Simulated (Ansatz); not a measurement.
Symmetric slabs, relaxed from ideal cuts in 1x1 cells, of elemental solids: work function (eV) by functional, in Ansatz (plane waves, PAW). All structures are PBE's; the other columns are single points with references at the same level. No spin-orbit coupling, Hubbard U or dispersion.

```tsv
system	PBE	LDA	PBEsol	RPBE	r2SCAN
fcc Al (111), ideal cut with outer spacing 2.33 Å	4.03	4.19	4.08	3.95	4.08
bcc Ta (100), ideal cut with outer spacing 1.66 Å	3.80	4.05	3.88	3.66	3.79
hcp Ru (22-43), ideal cut with outer spacing 0.31 Å	4.51	4.86	4.62	4.34	4.50
hcp Ru (31-40), ideal cut with outer spacing 0.22 Å	4.40	4.75	4.50	4.23	4.38
hcp Zn (11-20), ideal cut with outer spacing 1.32 Å	4.09	4.40	4.18	3.95	4.16
hcp Mg (11-20), ideal cut with outer spacing 1.60 Å	3.42	3.56	3.46	3.35	3.46
fcc Al (100), ideal cut with outer spacing 2.02 Å	4.24	4.39	4.29	4.17	4.31
hcp Y (0001), ideal cut with outer spacing 2.84 Å	3.35	3.51	3.40	–	3.39
hcp Ru (10-10), ideal cut with outer spacing 0.79 Å	4.79	5.15	4.91	4.62	4.78
hcp Ru (20-21), ideal cut with outer spacing 0.19 Å	4.84	5.19	4.96	4.67	4.84
hcp Cd (11-21), ideal cut with outer spacing 0.73 Å	3.94	4.29	4.03	3.78	3.98
beta tin (110), ideal cut with outer spacing 2.10 Å	4.30	4.56	4.37	4.19	4.46
```

The rows are a random draw from the class, without slabs that broke up, higher cuts of a face and adsorbates that left their site. Mean shift from PBE over these rows: LDA 0.27 eV (from 0.14 to 0.36, 12 rows); PBEsol 0.08 eV (from 0.04 to 0.12, 12 rows); RPBE -0.13 eV (from -0.17 to -0.07, 11 rows); r2SCAN 0.04 eV (from -0.02 to 0.16, 12 rows).

Ansatz is a quantum-chemistry and plane-wave program.
